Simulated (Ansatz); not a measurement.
Output of an Ansatz run (abridged):

```
WARN the atoms were moved onto the symmetric positions of the space group found under crystal.symmetry.tolerance 1.0e-5 (fractional …
WARN basis.ecutwfc = 420 eV, the default
WARN ansatz: RAYON_NUM_THREADS=1 ignored (pool sized by the plan → 1); use --threads N
Pseudopotentials: kind: paw
Pseudopotential: Nb, paw, valence charge 13
Pseudopotential: As, paw, valence charge 15
Crystal: 6 atoms, lattice volume = 126.766 Å³
Basis set: ecut = 420 eV, 2451 PW (Γ), exchange–correlation on 80×80×64 points (8 copies of the dense FFT grid, shifted against one another)
Bands: 51, of which v1, the nominal top of the filled ones, is band 42 counted from 1 (41 counted from 0)
Symmetry: 24 space group operations
Space group: P6/mmm (ITA 191), of the structure as read, at distance tolerance 5.0e-5 Å
k-points: 28 of 216
Initial density: superposition of atomic densities (neutral atoms: chi_scale 0, normalization atom), corrected by the library's trained network
Initial wavefunctions: pseudopotential atomic-orbital guess
Eigensolver: davidson
Functional: x = pbe(κ = 0.804, μ = 0.2195149727645171), c = pbe(β = 0.06672455060314922)
SCF iter   1: F=—  HF=-28226.775518 eV  |F-HF|=—  |Δ(HF+E_count)|=         —  Δρ=6.48e-3  dr2=1.33e-1  ethr=1.77e-3  ⟨swp⟩=6.4  Hψ=5369  notcnv=0  defer=1
all-band conjugate gradients solve this SCF's bands
preconditioner: auto → LDOS
SCF iter   2: F=—  HF=-28226.758882 eV  |F-HF|=—  |Δ(HF+E_count)|=   1.66e-2  S|Δr|=    0.00e0  Δρ=3.58e-3  dr2=3.86e-2  ethr=1.59e-4  ⟨swp⟩=2.7  Hψ=2281  notcnv=0  defer=54
SCF iter   3: F=—  HF=-28226.750622 eV  |F-HF|=—  |Δ(HF+E_count)|=   8.26e-3  S|Δr|=    0.00e0  Δρ=5.91e-4  dr2=4.15e-4  ethr=4.60e-5  ⟨swp⟩=2.0  Hψ=1944  notcnv=0  defer=54
SCF iter   4: F=—  HF=-28226.750813 eV  |F-HF|=—  |Δ(HF+E_count)|=   1.92e-4  S|Δr|=    0.00e0  Δρ=1.77e-4  dr2=7.09e-5  ethr=4.94e-7  ⟨swp⟩=2.1  Hψ=2468  notcnv=0  defer=54
SCF iter   5: F=—  HF=-28226.750852 eV  |F-HF|=—  |Δ(HF+E_count)|=   3.89e-5  S|Δr|=    0.00e0  Δρ=2.30e-4  dr2=1.78e-4  ethr=8.44e-8  ⟨swp⟩=2.5  Hψ=2516  notcnv=0  defer=54
SCF iter   6: F=—  HF=-28226.750817 eV  |F-HF|=—  |Δ(HF+E_count)|=   3.50e-5  S|Δr|=    0.00e0  Δρ=4.06e-5  dr2=2.29e-6  ethr=8.44e-8  ⟨swp⟩=2.0  Hψ=1779  notcnv=0  defer=54
SCF iter   7: F=—  HF=-28226.750817 eV  |F-HF|=—  |Δ(HF+E_count)|=   2.88e-8  S|Δr|=    0.00e0  Δρ=1.03e-5  dr2=3.59e-7  ethr=2.72e-9  ⟨swp⟩=2.1  Hψ=2395  notcnv=0  defer=54
SCF iter   8: F=-28226.750817 eV  HF=-28226.750817 eV  |F-HF|=4.79e-8  |Δ(HF+E_count)|=   1.47e-7  S|Δr|=    0.00e0  Δρ=3.80e-6  dr2=5.66e-8  ethr=1.19e-10  ⟨swp⟩=9.1  Hψ=5415  notcnv=0
SCF 1 converged in 8 iterations: F = -28226.750817 eV  dr2 = 5.66e-8
SCF converged after 8 iterations
Stability not checked (fill_not_monotonic)
Free energy (F): -28226.750817 eV
Harris-Foulkes:  -28226.750817 eV  (|F-HF|=4.79e-8)
Internal energy: -28226.751124 eV  (E = F + TS)
E sigma→0 (E₀):  -28226.750919 eV
Entropy (-TS):   0.000307 eV (0.051 meV/atom)
Fermi energy:    13.012586 eV
--- Per-component energies (eV) ---
  E_band       = -1014.892429
  E_kinetic    = 1486.209151
  E_local      = -7879.483792  (includes V_loc(G=0)·N_el)
  E_nonlocal   = -1649.562004
  E_hartree    = 3765.345415
  E_xc         = -760.779737
  E_vxc        = -872.343733  (∫ρ·V_xc dr)
  E_paw        = -14728.382240  (= ΣΔE_a)
  E_vpaw       = 369.592750  (= ΣTr[D̂ρ^β])
  E_aug_tail   = 0.000041  (compensation charges beyond the density's cutoff)
  E_ewald      = -8460.097957
  E_smearing   = 0.000307  (= −TS)
  E_closure    = 0.000000  (closes the sum)
  Σ components = -28226.750817   (vs F -28226.750817, Δ=0.00e0)
--- Forces (eV/Å), atoms counted from 1 ---
  atom   1  Nb    -0.00000000     0.00000000     0.00000000
   [... zero for the other atoms too ...]
  max |Σ_I F_I| component: 1.16e-18 eV/Å
--- Stress (GPa, compression-positive) ---
       -4.283057       0.000000       0.000000
       -0.000000      -4.283057      -0.000000
        0.000000      -0.000000     -14.382208
  P = ⅓ Tr σ = -7.6494 GPa (-76.494 kbar)
  The stress holds the Pulay correction. Without it, at fixed plane waves, as pw.x and ABINIT print it: P = -7.6722 GPa
--- Band table (eV; the first three rows and the last of 28) ---
  k-point 0: bands = ["-42.3849", "-42.2088", "-42.2088", "-22.9618", "-22.9618", "-22.9567", "-22.9567", "-22.9325", "-22.9325", "-22.9257", "-22.9257", "-22.9115", "-22.9103", "-22.7316", "-22.7065", "-22.7065", "-22.6638", "-22.6638", "-19.0373", [...]
  k-point 1: bands = ["-42.3848", "-42.2088", "-42.2088", "-22.9620", "-22.9620", "-22.9567", "-22.9567", "-22.9314", "-22.9314", "-22.9261", "-22.9261", "-22.9120", "-22.9094", "-22.7316", "-22.7065", "-22.7065", "-22.6638", "-22.6638", "-19.0378", [...]
  k-point 2: bands = ["-42.3846", "-42.2088", "-42.2088", "-22.9623", "-22.9623", "-22.9566", "-22.9566", "-22.9291", "-22.9291", "-22.9268", "-22.9268", "-22.9129", "-22.9075", "-22.7315", "-22.7065", "-22.7065", "-22.6638", "-22.6638", "-19.0389", [...]
  k-point 27: bands = ["-42.2974", "-42.2974", "-42.2089", "-22.9652", "-22.9597", "-22.9597", "-22.9539", "-22.9285", "-22.9277", "-22.9277", "-22.9267", "-22.9099", "-22.9099", "-22.7331", "-22.7066", "-22.7066", "-22.6661", "-22.6661", [...]
```

The structure:

```xyz
6
Lattice="5.6608 0.0000 0.0000 -2.8304 4.9024 0.0000 0.0000 0.0000 4.5678" Properties=species:S:1:pos:R:3 pbc="T T T"
Nb     2.8304     0.0000     0.0000
Nb     1.4152     2.4512     0.0000
Nb    -1.4152     2.4512     0.0000
As     0.0000     0.0000     0.0000
As     0.0000     3.2683     2.2839
As     2.8304     1.6341     2.2839
```

Task: Write an input that gives this output.

Result: Other spellings and defaults could give the same log, and not every line can be read from it. The input that was run (DFT, PBE, plane waves, default PAW files):

Ansatz 0.2 input:
```yaml
# NbAs
crystal:
  lattice:
    - [5.66084600, 0.00000000, 0.00000000]
    - [-2.83042300, 4.90243600, 0.00000000]
    - [0.00000000, 0.00000000, 4.56781700]
  atoms:
    - { symbol: Nb, position: [0.50000000, 0.00000000, 0.00000000] }
    - { symbol: Nb, position: [0.50000000, 0.50000000, 0.00000000] }
    - { symbol: Nb, position: [0.00000000, 0.50000000, 0.00000000] }
    - { symbol: As, position: [0.00000000, 0.00000000, 0.00000000] }
    - { symbol: As, position: [0.33333300, 0.66666700, 0.50000000] }
    - { symbol: As, position: [0.66666700, 0.33333300, 0.50000000] }
kpoints:
  mp_grid:
    grid: [6, 6, 6]
hamiltonian:
  xc: pbe
  pseudopotentials:
    kind: paw
scf:
  occupations:
    method: cold
    width: 0.05
output:
  forces: true
  eigenvalues: true
  stress: true
```

The starting cell was generated: these elements placed on a structure prototype, without a prior relaxation; it need not be a known phase or ordering of this composition. Spin polarisation is off. With a pressure of about -8 GPa the cell is away from its equilibrium volume at this level. Ansatz's pressure includes its estimate of the finite-basis (Pulay) stress.

Ansatz is a quantum-chemistry and plane-wave program.
